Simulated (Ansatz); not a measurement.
We consider NbSi₂ (P6₄22, No. 181), described by PBEsol (PAW; Ansatz, a program for electronic structure).

Run with plane-wave cutoff 500 eV, 12×12×6 k mesh (along the axes of the cell as run), Fermi–Dirac smearing 0.05 eV, no spin polarisation, scalar-relativistic PAW data made under PBE.

Computed at the level's own relaxed cell.

**Question.** Give the computed equilibrium volume per atom, lattice parameter a and c axis length.

**Answer.** 
- equilibrium volume per atom = 14.39 Å³/atom
- lattice parameter a = 4.769 Å
- c axis length = 6.574 Å

The run finds no gap.

The computed numbers hold no vibrational or temperature effects.
